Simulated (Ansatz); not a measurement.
Start from SbSI (space group Pnma, No. 62).

```cif
data_I4S4Sb4
_chemical_formula_sum 'Sb4 S4 I4'
_space_group_name_H-M_alt 'Pnma'
_space_group_IT_number 62
_space_group_name_Hall '-P 2ac 2n'
_cell_length_a 8.46074
_cell_length_b 4.03592
_cell_length_c 10.18476
_cell_angle_alpha 90.000
_cell_angle_beta 90.000
_cell_angle_gamma 90.000
loop_
_atom_site_label
_atom_site_type_symbol
_atom_site_symmetry_multiplicity
_atom_site_Wyckoff_symbol
_atom_site_fract_x
_atom_site_fract_y
_atom_site_fract_z
_atom_site_occupancy
Sb1 Sb 4 c 0.37986 0.25000 0.37488 1
S1 S 4 c 0.15859 0.25000 0.04436 1
I1 I 4 c 0.01743 0.75000 0.32675 1
```

Calculations: PBEsol (Ansatz, a quantum-chemistry and plane-wave program, PAW, spin-orbit coupling left out).

Before the change:

```
Item               Result
---------------  --------
Volume per atom  28.98 Å³
```

It is then changed as follows: a hydrostatic pressure of 7.5 GPa.

**Question.** Predict the new volume per atom.

**Answer.** The volume per atom falls by 5.21 Å³ to 23.77 Å³.

Load acts through the strain it causes; cell and atoms are relaxed under it. No phonon test of stability was made. No other phases were tried under pressure.
